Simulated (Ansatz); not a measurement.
A computed series for ScSi: pressure series

Base system: ScSi (space group Cmcm, No. 63; a = 3.9473 Å, b = 9.8220 Å, c = 3.6395 Å; a cell from a computed database, its experimental status unchecked).

Cell and atoms are relaxed at each pressure.

Computed with Ansatz (a program for electronic structure) PBEsol, scalar-relativistic without spin-orbit coupling.

Notes on the quantities. enthalpy: H = E + PV relative to the base's energy.

```
case                 density       enthalpy  shortest interatomic distance
----------------  ----------  -------------  -----------------------------
base              3.44 g/cm³              –                       242.3 pm
pressure −2 GPa            ?  -0.22 eV/atom                       243.7 pm
pressure −1 GPa            ?  -0.11 eV/atom                       243.0 pm
pressure 0.3 GPa  3.45 g/cm³  +0.03 eV/atom                       242.2 pm
pressure 0.7 GPa  3.46 g/cm³  +0.08 eV/atom                       241.9 pm
pressure 1.5 GPa  3.48 g/cm³  +0.16 eV/atom                       241.5 pm
pressure 3 GPa             ?  +0.33 eV/atom                       240.5 pm
pressure 5 GPa    3.59 g/cm³  +0.54 eV/atom                       239.4 pm
pressure 7.5 GPa  3.66 g/cm³  +0.80 eV/atom                       238.1 pm
pressure 10 GPa   3.72 g/cm³  +1.06 eV/atom                       237.0 pm
```

Q: Complete the table.

A: 
- pressure −2 GPa, density: 3.37 g/cm³
- pressure −1 GPa, density: 3.41 g/cm³
- pressure 3 GPa, density: 3.53 g/cm³

Load acts through the strain it causes; cell and atoms are relaxed under it. No phonon test of stability was made. Competing high-pressure phases were not computed. All final runs are without spin polarisation.
